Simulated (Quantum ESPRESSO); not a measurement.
Input and output of a self-consistent single point for AlAs (F-43m, 2 atoms in the cell) (Quantum ESPRESSO).

Method: PBE, PSlibrary PAW (PBE) pseudopotentials (plane waves; Quantum ESPRESSO).

The change in words: lattice scaled by 0.98. Reference geometry:
```
CELL_PARAMETERS angstrom
      0.00000     2.83000     2.83000
      2.83000     0.00000     2.83000
      2.83000     2.83000     0.00000
ATOMIC_POSITIONS crystal
  Al 0.00000 0.00000 0.00000
  As 0.25000 0.25000 0.25000
```

Reference input (self-consistent single point, DFT, PBE, plane waves, PSlibrary PAW (PBE) pseudopotentials): ecutwfc = 35 Ry; ecutrho = 210 Ry; occupations = smearing; smearing = fermi-dirac; degauss = 0.0036749 Ry; potentials = {Al: Al.pbe-n-kjpaw_psl.1.0.0.UPF, As: As.pbe-n-kjpaw_psl.1.0.0.UPF}; K_POINTS = automatic 8 8 8 0 0 0; conv_thr = 1e-10 Ry. This run's input differs from it in these lines:

```diff
@@ -10,3 +10,3 @@
   ibrav = 0
-  celldm(1) = 7.56310797
+  celldm(1) = 7.41184581
   nat = 2
```

Log, with long lists cut:

```
     Self-consistent Calculation

     iteration #  1     ecut=    35.00 Ry     beta= 0.70

     Threshold (ethr) on eigenvalues was too large:
     Diagonalizing with lowered threshold

     total energy              =    -215.54725160 Ry
     estimated scf accuracy    <       0.06639362 Ry

     iteration #  2     ecut=    35.00 Ry     beta= 0.70

     total energy              =    -215.55701773 Ry
     estimated scf accuracy    <       0.00586662 Ry

     iteration #  3     ecut=    35.00 Ry     beta= 0.70

     total energy              =    -215.55817151 Ry
     estimated scf accuracy    <       0.00039682 Ry

   [... 2 blocks of this kind left out ...]

     iteration #  6     ecut=    35.00 Ry     beta= 0.70

     total energy              =    -215.55820362 Ry
     estimated scf accuracy    <          3.2E-09 Ry

     iteration #  7     ecut=    35.00 Ry     beta= 0.70
     End of self-consistent calculation

     the Fermi energy is     6.1326 ev

!    total energy              =    -215.55820363 Ry
     estimated scf accuracy    <          2.9E-11 Ry
     smearing contrib. (-TS)   =      -0.00000000 Ry
     internal energy E=F+TS    =    -215.55820362 Ry

     convergence has been achieved in   7 iterations

     Forces acting on atoms (cartesian axes, Ry/au):

     atom    1 type  1   force =     0.00000000    0.00000000    0.00000000
     atom    2 type  2   force =    -0.00000000    0.00000000    0.00000000

     Total force =     0.000000     Total SCF correction =     0.000000

          total   stress  (Ry/bohr**3)                   (kbar)     P=       82.23
   0.00055896  -0.00000000   0.00000000           82.23       -0.00        0.00
   0.00000000   0.00055896   0.00000000            0.00       82.23        0.00
   0.00000000   0.00000000   0.00055896            0.00        0.00       82.23

   JOB DONE.
```

The run converged in 7 iterations. Against the reference run the free energy goes up by 44.9 meV/atom, the pressure goes from 2.78 to 8.22 GPa and the gap on the mesh goes from 1.423 to 1.309 eV.

The starting cell has typed, rounded lattice constants, without a prior relaxation at this level. For this run, on top of that: lattice scaled by 0.98. With a pressure of about 8 GPa the cell is away from its equilibrium volume at this level.
